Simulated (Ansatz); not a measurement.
Input and output of a zone-centre phonon calculation for BiS (C2/m, 4 atoms in the cell) (Ansatz, an electronic-structure program).

Level of theory: LDA (PW92), default PAW files made with PBE (plane waves; Ansatz).

```yaml
crystal:
  lattice:
    - [2.83287, -2.79049, 0.00000]
    - [2.83287, 2.79049, 0.00000]
    - [-1.65000, 0.00000, 10.87060]
  atoms:
    - { symbol: Bi, position: [0.18918, 0.18918, 0.34271] }
    - { symbol: Bi, position: [0.81082, 0.81082, 0.65729] }
    - { symbol: S, position: [0.73361, 0.73361, 0.38560] }
    - { symbol: S, position: [0.26639, 0.26639, 0.61440] }
```

Reference input (self-consistent single point, DFT, LDA (PW92), plane waves, default PAW files made with PBE): basis.ecutwfc = 420 eV; kpoints.mp_grid.grid = 8 8 3; hamiltonian.xc = lda; hamiltonian.pseudopotentials = {kind: paw} (the program's default PAW files); scf.occupations.method = fermi_dirac; scf.occupations.width = 0.1 eV. This run's input differs from it in these lines:

Ansatz 0.2 input:
```diff
@@ -12,3 +12,3 @@
 basis:
-  ecutwfc: 420.0
+  ecutwfc: 295.0
 kpoints:
@@ -24,6 +24,4 @@
     width: 0.1
-output:
-  forces: true
-  eigenvalues: true
-  stress: true
+phonons:
+  method: dfpt
```

Output, abridged:

```
SCF iter   1: F=—  HF=-25910.544966 eV  |F-HF|=—  |Δ(HF+E_count)|=         —  Δρ=5.70e-3  dr2=7.60e-2  ethr=1.77e-3  ⟨swp⟩=7.6  Hψ=16602  notcnv=0  defer=39
all-band conjugate gradients solve this SCF's bands
automatic band count: the SCF goes on with 31 bands, as 26 were too few: they end inside the smearing window of the response
preconditioner: auto → LDOS
   [... lines left out ...]
SCF iter   7: F=—  HF=-25910.525641 eV  |F-HF|=—  |Δ(HF+E_count)|=   1.97e-9  Δρ=2.43e-6  dr2=1.21e-8  ethr=7.19e-10  ⟨swp⟩=3.0  Hψ=3031  notcnv=0  defer=92
SCF iter   8: F=—  HF=-25910.525641 eV  |F-HF|=—  |Δ(HF+E_count)|=  8.00e-11  Δρ=5.80e-7  dr2=8.73e-10  ethr=2.87e-11  ⟨swp⟩=2.0  Hψ=2881  notcnv=0  defer=92
SCF iter   9: F=—  HF=-25910.525641 eV  |F-HF|=—  |Δ(HF+E_count)|=  6.91e-11  Δρ=2.17e-7  dr2=1.31e-10  ethr=2.08e-12  ⟨swp⟩=2.0  Hψ=2916  notcnv=0  defer=92
SCF iter  10: F=-25910.525641 eV  HF=-25910.525641 eV  |F-HF|=1.09e-11  |Δ(HF+E_count)|=  1.82e-11  Δρ=5.59e-8  dr2=8.44e-12  ethr=1.00e-12  ⟨swp⟩=11.5  Hψ=10180  notcnv=0
SCF 1 converged in 10 iterations: F = -25910.525641 eV  dr2 = 8.44e-12
DFPT response loops at Γ: preconditioner auto → none (partly filled bands, converged f_vac=0.347); β = 0.50; Broyden in place of MSR1
Free energy (F): -25910.525641 eV
Internal energy: -25910.471643 eV  (E = F + TS)
E sigma→0 (E₀):  -25910.498642 eV
Entropy (-TS):   -0.053998 eV (-13.500 meV/atom)
Fermi energy:    4.150740 eV
--- Phonons (Γ-DFPT): 6 representative perturbations + reference, on 57 of 192 k-points (Σ response iterations 18) ---
  k mesh reduced under 2 symmetry operations, with k and −k counted as one. Each operation leaves every solved displacement unchanged or reverses it
  ASR residual: 8.074e-5 → 0.000e0 eV/Å²; symmetrization residual: 3.419e-5 eV/Å²
  ASR residual per site (eV/Å²): 8.07e-5 8.07e-5 2.68e-5 2.68e-5
  Γ frequencies (cm⁻¹): 0.00 0.00 0.00 28.47 34.83 65.28 97.09 97.63 112.10 127.58 150.28 184.93
  non-analytic LO–TO correction: not included (Born effective charges unavailable; polar crystals: no LO–TO splitting at Γ)
```

The run converged in 10 iterations. 

Summary of the result:
```
Quantity                                                                                           Result
--------------------------------------------------------  -----------------------------------------------
Free energy E − TS (on the zero of these files)                                            -25910.5256 eV
Fermi level (on the code's own zero)                                                              4.15 eV
Zone-centre frequencies (cm⁻¹; negative means imaginary)  0, 0, 0, 28, 35, 65, 97, 98, 112, 128, 150, 185
```

The starting cell comes from a database of computed structures (which also holds hypothetical and non-ambient phases and stackings), without a prior relaxation at this level. Its lattice was rescaled by up to half a per cent. Spin-orbit coupling is off. The cutoff lies below the one recommended for these files.

Cost on one core of a shared machine: roughly 60 s.
